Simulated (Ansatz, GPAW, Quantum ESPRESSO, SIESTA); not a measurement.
## Code comparison for Zn2GeS3 (P3m1, 6 atoms in the cell)

Self-consistent single point.

```
Zn2GeS3
1.0
    3.85802     0.00000     0.00000
   -1.92901     3.34114     0.00000
    0.00000     0.00000    10.53289
Zn Ge S
2 1 3
Direct
  0.66667   0.33333   0.35154
  0.33333   0.66667   0.64820
  0.00000   0.00000   0.99998
  0.00000   0.00000   0.28468
  0.66667   0.33333   0.58446
  0.33333   0.66667   0.88114
```

Shared settings, as Ansatz (a program for electronic structure) writes them: kpoints.mp_grid.grid = 6 6 2; scf.occupations.method = fixed. Potentials and cutoffs stand in the table.

```tsv
code	model	pressure (GPa)	largest force (eV/Å)	gap on the mesh (eV)	cutoff
GPAW	PBEsol, GPAW PAW datasets PBEsol (made by gpaw-setup)	-2.76	0.074	1.005	800 eV
Ansatz	PBEsol, PAW files made with PBE	-2.78	0.088	1.011	30.9 Ry
SIESTA	GGA PBEsol, numerical atomic orbitals DZP, PseudoDojo PBEsol standard norm-conserving potentials (rewritten from UPF to PSML)	-3.45	0.422	1.085	grid 300 Ry
Quantum ESPRESSO	PBEsol, PSlibrary ultrasoft (PBE) pseudopotentials	-3.03	0.111	0.966	50 Ry
```

Size of the force on each atom (eV/Å): Sizes of forces hide their directions.

| code | Zn1 | Zn2 | Ge3 | S4 | S5 | S6 |
|---|---|---|---|---|---|---|
| GPAW | 0.067 | 0.011 | 0.070 | 0.074 | 0.041 | 0.036 |
| Ansatz | 0.060 | 0.004 | 0.085 | 0.088 | 0.035 | 0.032 |
| SIESTA | 0.288 | 0.002 | 0.362 | 0.048 | 0.172 | 0.422 |
| Quantum ESPRESSO | 0.066 | 0.007 | 0.014 | 0.091 | 0.039 | 0.111 |

Gaps are read on the mesh.

The spread over the programs that give each value: pressure within 0.69 GPa; largest force within 0.348 eV/Å; gap on the mesh within 0.119 eV.

SIESTA uses small atom-centred bases, whose incompleteness enters pressures, forces and empty levels differently from a plane-wave cutoff. Ansatz's pressure is given at a fixed set of plane waves, as the other plane-wave codes print theirs; with its correction for the finite basis it is -2.74 GPa. In the force vectors, SIESTA (by 0.432) lies more than 0.08 eV/Å from the median of the plane-wave programs.

On the base mesh (9 9 3) the same programs gave: Ansatz pressure -2.78 GPa, gap on the mesh 1.079 eV; Quantum ESPRESSO pressure -3.02 GPa, gap on the mesh 1.038 eV; GPAW pressure -2.75 GPa, gap on the mesh 1.072 eV; SIESTA pressure -3.45 GPa, gap on the mesh 1.137 eV.

The values differ from the base mesh's, so the mesh still matters here: the table compares the programs at equal settings.

The starting cell comes from a database of computed structures (which also holds hypothetical and non-ambient phases and stackings), without a prior relaxation at this level.

Left out of this page: CP2K (on another mesh).

Keys are those of Ansatz 0.2.
